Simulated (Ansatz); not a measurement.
# SiC: pressure series

Take SiC in the wurtzite structure (space group P6_3mc, No. 186; a = 3.092 Å, c = 5.074 Å) as the base.

Cell and atoms are relaxed at each pressure.

All numbers come from plane-wave PAW DFT at the PBE level (Ansatz, an electronic-structure program, 420 eV), without spin-orbit coupling.

Notes on the quantities. enthalpy: H = E + PV relative to the base's energy.

```
case               band gap  smallest direct gap       enthalpy  volume per atom
-----------------  --------  -------------------  -------------  ---------------
base                2.31 eV              3.94 eV              –         10.50 Å³
pressure −2 GPa     2.32 eV              3.93 eV  -0.13 eV/atom         10.60 Å³
pressure −1 GPa     2.32 eV              3.94 eV  -0.07 eV/atom         10.55 Å³
pressure 2.1 GPa          ?              3.96 eV  +0.14 eV/atom         10.40 Å³
pressure 4.5 GPa    2.27 eV              3.98 eV  +0.29 eV/atom         10.29 Å³
pressure 9 GPa      2.24 eV              4.02 eV  +0.58 eV/atom         10.10 Å³
pressure 15 GPa     2.19 eV              4.06 eV  +0.95 eV/atom          9.87 Å³
pressure 22.5 GPa   2.15 eV              4.11 eV  +1.41 eV/atom          9.61 Å³
pressure 30 GPa     2.10 eV              4.16 eV  +1.85 eV/atom                ?
```

Task: Some entries are withheld; estimate them.

Result: 
- pressure 2.1 GPa, band gap: 2.29 eV
- pressure 30 GPa, volume per atom: 9.38 Å³

Load acts through the strain it causes; cell and atoms are relaxed under it. No phonon test of stability was made. No other phases were tried under pressure.
